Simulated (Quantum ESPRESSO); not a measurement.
Input and output of a self-consistent single point for Re (P6_3/mmc, 4 atoms in the cell) (Quantum ESPRESSO).

Computed with PBE, SSSP 1.1.2 efficiency (PBE) pseudopotentials (plane waves; Quantum ESPRESSO).

The change in words: lattice scaled by 0.98. Reference geometry:
```
Re
1.0
    2.76833     0.00000     0.00000
   -1.38416     2.39744     0.00000
    0.00000     0.00000     8.94511
Re
4
Direct
  0.00000   0.00000   0.00000
  0.00000   0.00000   0.50000
  0.33333   0.66667   0.25000
  0.66667   0.33333   0.75000
```

Reference input (self-consistent single point, DFT, PBE, plane waves, SSSP 1.1.2 efficiency (PBE) pseudopotentials): ecutwfc = 40 Ry; ecutrho = 320 Ry; occupations = smearing; smearing = fermi-dirac; degauss = 0.0036749 Ry; potentials = {Re: Re_pbe_v1.2.uspp.F.UPF}; K_POINTS = automatic 11 11 3 0 0 0; conv_thr = 1e-10 Ry; mixing_beta = 0.4. This run's input differs from it in these lines:

```diff
@@ -9,4 +9,4 @@
     ibrav = 4,
-    A = 2.768326207,
-    C = 8.945107000,
+    A = 2.712959339,
+    C = 8.766205000,
     nat = 4,
```

Output, abridged:

```
     Self-consistent Calculation

     iteration #  1     ecut=    40.00 Ry     beta= 0.40

     negative rho (up, down):  5.562E-01 0.000E+00

     total energy              =    -762.58365960 Ry
     estimated scf accuracy    <       0.64166955 Ry

     iteration #  2     ecut=    40.00 Ry     beta= 0.40

     negative rho (up, down):  5.628E-01 0.000E+00

     total energy              =    -762.56328841 Ry
     estimated scf accuracy    <       0.09950003 Ry

     iteration #  3     ecut=    40.00 Ry     beta= 0.40

     negative rho (up, down):  5.618E-01 0.000E+00

     total energy              =    -762.60445740 Ry
     estimated scf accuracy    <       0.01344508 Ry

   [... 7 blocks of this kind left out ...]

     iteration # 11     ecut=    40.00 Ry     beta= 0.40

     negative rho (up, down):  5.577E-01 0.000E+00

     total energy              =    -762.60468169 Ry
     estimated scf accuracy    <          2.1E-09 Ry

     iteration # 12     ecut=    40.00 Ry     beta= 0.40

     negative rho (up, down):  5.577E-01 0.000E+00
     End of self-consistent calculation

     the Fermi energy is    25.9751 ev

!    total energy              =    -762.60468169 Ry
     estimated scf accuracy    <          5.1E-11 Ry
     smearing contrib. (-TS)   =      -0.00173962 Ry
     internal energy E=F+TS    =    -762.60294207 Ry

     convergence has been achieved in  12 iterations

     negative rho (up, down):  5.577E-01 0.000E+00

     Forces acting on atoms (cartesian axes, Ry/au):

     atom    1 type  1   force =     0.00000000    0.00000000    0.00000000
   [... zero for the other atoms too ...]

     Total force =     0.000000     Total SCF correction =     0.000000

     negative rho (up, down):  5.577E-01 0.000E+00
          total   stress  (Ry/bohr**3)                   (kbar)     P=      277.50
   0.00187753   0.00000000   0.00000000          276.19        0.00        0.00
   0.00000000   0.00187753   0.00000000            0.00      276.19        0.00
   0.00000000   0.00000000   0.00190413            0.00        0.00      280.11

   JOB DONE.
```

The run converged in 12 iterations. Against the reference run the free energy goes up by 81.5 meV/atom and the pressure goes from 1.79 to 27.75 GPa. The full log also holds: “c_bands:  1 eigenvalues not converged”.

The starting cell comes from a database of computed structures (which also holds hypothetical and non-ambient phases and stackings), without a prior relaxation at this level. Its lattice was rescaled by a random factor within 2.5 % of one. For this run, on top of that: lattice scaled by 0.98. Spin-orbit coupling is off. Spin polarisation is off. With a pressure of about 28 GPa the cell is away from its equilibrium volume at this level.

Cost on one core of a shared machine: roughly 60 s.
